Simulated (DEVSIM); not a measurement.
Device: abrupt GaAs p-n junction, at 300 K.

| layer (left to right) | material | thickness (μm) | Nd (cm⁻³) | Na (cm⁻³) | τn (s) | τp (s) |
|---|---|---|---|---|---|---|
| 1 | GaAs | 39.0 | - | 1e17 | 1.3e-9 | 1.3e-9 |
| 2 | GaAs | 1.70 | 1.8e15 | - | 1.3e-9 | 1.3e-9 |

Left contact: ohmic. Right contact: ohmic. Voltage is applied to the left contact. Recombination: SRH at mid-gap, radiative. Mobility is μmin + (μ − μmin)/(1 + (N/Nref)^α).

Constants are typed, rounded textbook-type inputs, not results; the design itself was drawn at random and stands for no fabricated device. Values at 300 K.

```csv
parameter,GaAs
gap (eV),1.424
affinity (eV),4.07
permittivity,12.9
Nc (cm⁻³),4.7e17
Nv (cm⁻³),9e18
μn (cm²/Vs),8500
μp (cm²/Vs),400
"μn,min",500
"μp,min",20
"Nref,n",6e16
"Nref,p",1.5e17
αn,0.39
αp,0.38
B (cm³/s),2e-10
```

Model (solved in DEVSIM): 1D drift-diffusion, Boltzmann statistics, complete ionisation; no tunnelling, impact ionisation, image-force lowering or self-heating.

The doping Nd of layer 2 was swept, all else fixed.

| doping Nd of layer 2 (cm^-3) | potential step across the device at zero bias (V) | dark forward voltage at 100 A/cm² (V) | largest field in the device at zero bias (V/cm) | dark forward voltage at 1 A/cm² (V) |
|---|---|---|---|---|
| 5.4e13 | 1.073 | 1.213 | 17000 | [?] |
| 1.8e14 | 1.104 | 1.215 | 18000 | 0.908 |
| 5.4e14 | 1.133 | 1.220 | 19000 | 0.935 |
| 1.8e15 | 1.164 | 1.228 | 26000 | 0.965 |
| 5.4e15 | 1.192 | 1.238 | 41000 | 0.992 |
| 1.8e16 | 1.223 | 1.249 | 71000 | 1.019 |
| 5.4e16 | 1.252 | 1.258 | 110000 | 1.035 |

Task: Some entries are withheld; supply them.

Result: 
- 5.4e13, dark forward voltage at 1 A/cm² (V): 0.881
